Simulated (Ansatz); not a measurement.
Base system: Ge in the diamond structure (space group Fd-3m, No. 227; a = 5.674 Å).

Calculations: Kohn–Sham DFT with the r2SCAN functional, run in Ansatz (a quantum-chemistry and plane-wave program) with PAW and 500 eV plane waves, no spin-orbit coupling.

Before the change:

| Item | Value |
|---|---|
| Width of the top valence band | 4.01 eV |
| Gap character | direct at Γ |

Now apply this change: every lattice vector is stretched by 1.00 %, atoms relaxed at fixed cell.

### Question
How does this affect the mean gap deformation potential ΔEg/Δln V, energy relative to the base, width of the top valence band and gap character?

### Answer
The mean gap deformation potential ΔEg/Δln V is -9.6 eV; the energy increases by 4.3 meV/atom; the width of the top valence band falls by 0.14 eV, from 4.01 eV to 3.87 eV; the gap character stays direct at Γ.

The cells carry an imposed strain or load. Stability against distortions was not tested. The real Ge has an indirect gap at ambient pressure; r2SCAN orders its close-lying valleys differently. The zero or small gap of Ge under isotropic strain +1.00 % can change with the level of theory.
